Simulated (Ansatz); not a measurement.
## Ir on the Ru site (hcp Ru host)

Method: PBE, PAW (plane waves to 420 eV; Ansatz, an electronic-structure program). Set-up: 48-site cell; 4×4×4 shifted k-points; start: the Ru site; no spin–orbit coupling; not converged in cell size; the relaxation kept the symmetry of the starting site; flagged in the runs: a host that isn't quite at rest in this cell.

Neighbours after relaxation, in Å: of the Ir atom: Ru 2.67, Ru 2.67, Ru 2.67, Ru 2.67, Ru 2.67, Ru 2.67, Ru 2.73, Ru 2.73 (the shell may go on).

Formation energies E_f are those of the neutral cell. Chemical conditions: host crystal and elements as references (Δμ(Ru) = 0.00 eV, Δμ(Ir) = 0.00 eV; Ir taken from its element, since no compound that bounds it was computed at this level; only phases computed here count, gases as isolated molecules at 0 K). Reference phases: Ir: fcc Ir, Ru: hcp Ru.

```
charge         moment (μB)  largest move off a lattice site (Å)  E_f, host crystal and elements as references (eV)
------  ------------------  -----------------------------------  -------------------------------------------------
0       not spin-polarised                                 0.01                                              -0.27
```

Flagged in the runs: a host that isn't quite at rest in this cell.

All states together cost very roughly 13 core-minutes.
